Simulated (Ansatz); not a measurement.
Consider SiC in the wurtzite structure (space group P6_3mc, No. 186; a = 3.076 Å, c = 5.048 Å).

It is then changed as follows: cell and atoms relaxed at a pressure of 0.3 GPa.

Levels (all Ansatz, a quantum-chemistry and plane-wave program, PAW): PBEsol (420 eV, no SOC); r2SCAN (500 eV, no spin-orbit coupling).

The geometry is relaxed with PBEsol.

* **PBEsol band gap**: 2.12 eV
* **PBEsol pressure**: 0.30 GPa
* **PBEsol gap character**: indirect, Γ → K
* **PBEsol width of the top valence band**: 3.93 eV

Question: How does going to r2SCAN change the band gap, pressure, gap character and width of the top valence band?

Answer: The band gap grows by 0.53 eV to 2.65 eV; the pressure shrinks by 0.062 GPa (0.30 GPa → 0.23 GPa); the gap character is still indirect, Γ → K; the width of the top valence band grows by 0.10 eV to 4.03 eV.

Single points use the geometry relaxed with PBEsol. Their cutoffs differ, which shifts pressures a little. Load acts through the strain it causes; cell and atoms are relaxed under it. Whether these cells are dynamically stable was not tested.
